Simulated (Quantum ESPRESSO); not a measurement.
Input and output of a self-consistent single point for Ag₃O (P-31m, 8 atoms in the cell) (Quantum ESPRESSO).

Method of the run: PBEsol, GBRV 1.5 ultrasoft (PBESOL) pseudopotentials (plane waves; Quantum ESPRESSO).

```yaml
crystal:
  lattice:
    - [5.31800, 0.00000, 0.00000]
    - [-2.65900, 4.60552, 0.00000]
    - [0.00000, 0.00000, 4.95100]
  atoms:
    - { symbol: O, position: [0.33333, 0.66667, 0.50000] }
    - { symbol: O, position: [0.66667, 0.33333, 0.50000] }
    - { symbol: Ag, position: [0.31085, 0.00000, 0.22280] }
    - { symbol: Ag, position: [0.00000, 0.31085, 0.22280] }
    - { symbol: Ag, position: [0.68915, 0.68915, 0.22280] }
    - { symbol: Ag, position: [0.00000, 0.68915, 0.77720] }
    - { symbol: Ag, position: [0.68915, 0.00000, 0.77720] }
    - { symbol: Ag, position: [0.31085, 0.31085, 0.77720] }
```

Reference input (self-consistent single point, DFT, PBEsol, plane waves, GBRV 1.5 ultrasoft (PBESOL) pseudopotentials): ecutwfc = 40 Ry; ecutrho = 320 Ry; occupations = smearing; smearing = gauss; degauss = 0.0099958 Ry; potentials = {O: o_pbesol_v1.2.uspp.F.UPF, Ag: ag_pbesol_v1.4.uspp.F.UPF}; K_POINTS = automatic 5 5 5 0 0 0; conv_thr = 1e-11 Ry. This run's input differs from it in these lines:

```diff
@@ -34,3 +34,3 @@
 K_POINTS automatic
-5 5 5  0 0 0
+4 4 4  0 0 0
 CELL_PARAMETERS angstrom
```

The program printed (abridged):

```
     Self-consistent Calculation

     iteration #  1     ecut=    40.00 Ry     beta= 0.70

     total energy              =   -1832.82494359 Ry
     estimated scf accuracy    <       8.39068863 Ry

     iteration #  2     ecut=    40.00 Ry     beta= 0.70

     total energy              =   -1832.55327143 Ry
     estimated scf accuracy    <      25.10100327 Ry

     iteration #  3     ecut=    40.00 Ry     beta= 0.70

     total energy              =   -1837.10276210 Ry
     estimated scf accuracy    <       3.54214058 Ry

   [... 8 blocks of this kind left out ...]

     iteration # 12     ecut=    40.00 Ry     beta= 0.70

     total energy              =   -1837.48546783 Ry
     estimated scf accuracy    <          2.0E-10 Ry

     iteration # 13     ecut=    40.00 Ry     beta= 0.70
     End of self-consistent calculation

   [... 7 lines left out ...]

   [... 7 lines left out ...]

     the Fermi energy is    14.5957 ev

!    total energy              =   -1837.48546784 Ry
     estimated scf accuracy    <          4.7E-12 Ry
     smearing contrib. (-TS)   =      -0.00115690 Ry
     internal energy E=F+TS    =   -1837.48431093 Ry

     convergence has been achieved in  13 iterations

     Forces acting on atoms (cartesian axes, Ry/au):

     atom    1 type  1   force =    -0.00000000   -0.00000000    0.00000000
     atom    2 type  1   force =     0.00000000    0.00000000    0.00000000
     atom    3 type  2   force =    -0.00145014    0.00000000   -0.00588062
     atom    4 type  2   force =     0.00072507   -0.00125585   -0.00588062
     atom    5 type  2   force =     0.00072507    0.00125585   -0.00588062
   [... lines left out ...]

     Total force =     0.014836     Total SCF correction =     0.000023

          total   stress  (Ry/bohr**3)                   (kbar)     P=      -38.41
  -0.00026548   0.00000000   0.00000000          -39.05        0.00        0.00
   0.00000000  -0.00026548   0.00000000            0.00      -39.05        0.00
   0.00000000   0.00000000  -0.00025229            0.00        0.00      -37.11

   JOB DONE.
```

The run converged in 13 iterations. Against the reference run the free energy goes down by 1.4 meV/atom, the pressure moves little (-3.82 to -3.84 GPa) and the largest force goes from 0.162 to 0.156 eV/Å.

The starting cell comes from a database of published, mostly measured structures (it also holds non-ambient and calculated ones), without a prior relaxation at this level. With a pressure of about -4 GPa the cell is away from its equilibrium volume at this level. The run gives no clean gap (levels at the Fermi energy touch, overlap or are partly filled at this smearing), which alone does not show that the compound is a metal.

Cost on one core of a shared machine: roughly 2 min.
